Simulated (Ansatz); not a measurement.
The starting structures come from a database of crystals and need not be the phases stable at ambient conditions.

 Where the default PAW files enter, the runs use the earlier of Ansatz's two default sets.

```
Se2Si
1.0
    5.83884     0.00000     0.00000
    0.00000     9.47338     0.00000
    2.91942    -4.73669     2.93280
Si Se
2 4
Direct
  0.25000   0.00000   0.00000
  0.75000   0.00000   0.00000
  0.27740   0.09624   0.44521
  0.72260   0.90376   0.55479
  0.77740   0.34896   0.44521
  0.22260   0.65104   0.55479
```

Space group of this cell: Ibam. The cell was relaxed by PBE-D3(BJ).

Transport runs along the normal of the first two printed cell vectors.

No gap correction and no spin-orbit coupling; mid-gap values are interpolated between computed energies.

Question: Compute, with Ansatz (a program for electronic structure) with PBEsol, the band gap and the smallest decay constant κ at mid-gap.

Answer: Gap 1.43 eV on a 10×10×10 mesh; κ = 0.234 1/Å, at the zone centre.
